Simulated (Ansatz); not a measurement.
Base system: Li3VS4 (space group P-43m, No. 215; a = 5.888 Å; a model cell, its experimental status unchecked). Axes: x, y, z lie along the cube axes.

All numbers come from Kohn–Sham DFT with the PBEsol functional, run in Ansatz (a program for electronic structure) with PAW and 420 eV plane waves, no spin-orbit coupling.

Modification: the cell is stretched by 4.47 % along x with no lateral relaxation; the atoms relax in the strained cell.

**Question.** Predict the stress tensor and what it implies for the stiffness.

**Answer.** Stress of the strained cell less that of the base (GPa, compression positive):
```
  -1.26    0.00    0.00
   0.00   -0.09    0.00
   0.00    0.00   -0.09
```

Then −Δσ_ii/ε with ε = 0.0447 gives secant stiffness values (nonlinear terms included at this strain): C11 ≈ 28 GPa.

As a check, the harmonic strain energy −½ V₀ Δσ:ε is 4.5 meV/atom; the computed energy rise is 4.7 meV/atom.

Whether these cells are dynamically stable was not tested. Starting moments died away, wholly or in part, for the base; another magnetic solution may exist. The final runs are not spin-polarised.
